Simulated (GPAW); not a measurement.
Troubleshooting GPAW: a failed run on SrAl2 (P1, 6 atoms in the cell). The aim is a self-consistent single point with DFT LDA (Perdew-Wang 92), plane waves, GPAW PAW datasets LDA (gpaw-data 1.0.1).

Cell that was meant: a = 6.0903 Å, b = 6.0903 Å, c = 6.0903 Å, α = 133.50°, β = 98.86°, γ = 99.07°.

Part of the input:

```python
                         [2.404152, -0.564413, 2.727739],
                         [-0.075293, 4.583303, 1.272415],
                         [-0.019417, 0.508825, 6.579617],
                         [2.409077, 3.411581, -2.553407]])

calc = GPAW(mode=PW(600),
            xc='LDA',
```

Log, with long lists cut:

```
Input parameters:
  convergence: {density: 1e-05}
  kpts: {gamma: True,
         size: (3, 4, 4)}
  maxiter: 120
  mode: {ecut: 600.0,
         name: pw}
  nbands: -12
  occupations: {fixmagmom: False,
                name: fermi-dirac,
                width: 0.05}
  symmetry: {symmorphic: False,
             tolerance: 0.0005}

species:
  Sr:
    name: Strontium
    Z: 38.0
    valence: 10
    core: 28
    charge: 0.0
    file: Sr.LDA.gz

    # Using partial waves for Sr as LCAO basis

  Al:
    name: Aluminium
    Z: 13.0
    valence: 3
    core: 10
    charge: 0.0
    file: Al.LDA.gz

    # Using partial waves for Al as LCAO basis

Reference energy: -199107.155357  # eV

Spin-paired calculation

Convergence criteria:
 Maximum [total energy] change in last 3 cyles: 0.0005 eV / valence electron
 Maximum integral of absolute [dens]ity change: 1e-05 electrons / valence electron
 Maximum integral of absolute [eigenst]ate change: 4e-08 eV^2 / valence electron
 Maximum number of scf [iter]ations: 120

Traceback (most recent call last):
   [... frames left out ...]
ValueError: K-points can only be used with PBCs!
```

Task: From the messages shown, name the fault and mend the input.

Result: The fault is periodic boundary conditions left out; here the program stops on it instead of giving results. To fix it, switch periodicity on. The program stopped before any SCF iteration.

The sound input it was made from differs as follows (other fixes are possible):
```diff
-                         [2.409077, 3.411581, -2.553407]])
+                         [2.409077, 3.411581, -2.553407]],
+              pbc=True)
```

With that input, the run converged in 26 iterations: free energy E − TS (from the program's reference atoms) -22.2010 eV; Fermi level (on the code's own zero) 5.37 eV; pressure -2.16 GPa; largest force (vector length) 0.745 eV/Å (DFT LDA (Perdew-Wang 92), plane waves, GPAW PAW datasets LDA (gpaw-data 1.0.1)).

On the sound input: the starting cell comes from a database of computed structures (which also holds hypothetical and non-ambient phases and stackings), without a prior relaxation at this level. Its atoms were displaced at random from the sites of space group no. 74. Without a gap this mesh is coarse (it stands for a supercell whose shortest vector is 18 Å).
